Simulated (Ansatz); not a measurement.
Consider NiSi (space group Pnma, No. 62; a = 5.119 Å, b = 3.342 Å, c = 5.563 Å; non-magnetic).

Method: r2SCAN/PAW in Ansatz (a first-principles code), spin-orbit coupling left out.

One change was made to it. Results:

The volume per atom shrinks by 0.45 Å³, from 11.90 Å³ to 11.45 Å³; the band gap stays zero.

Q: Name the change that was made.
A. pressure 1.5 GPa
B. pressure 7.5 GPa
C. pressure 3 GPa

A: B, pressure 7.5 GPa. For comparison, the volume per atom in the other runs: pressure 3 GPa gives 11.71 Å³; pressure 1.5 GPa gives 11.80 Å³.

Load acts through the strain it causes; cell and atoms are relaxed under it. No phonon test of stability was made. No other phases were tried under pressure. Starting moments died away, wholly or in part, for the base; another magnetic solution may exist. The final runs are not spin-polarised.
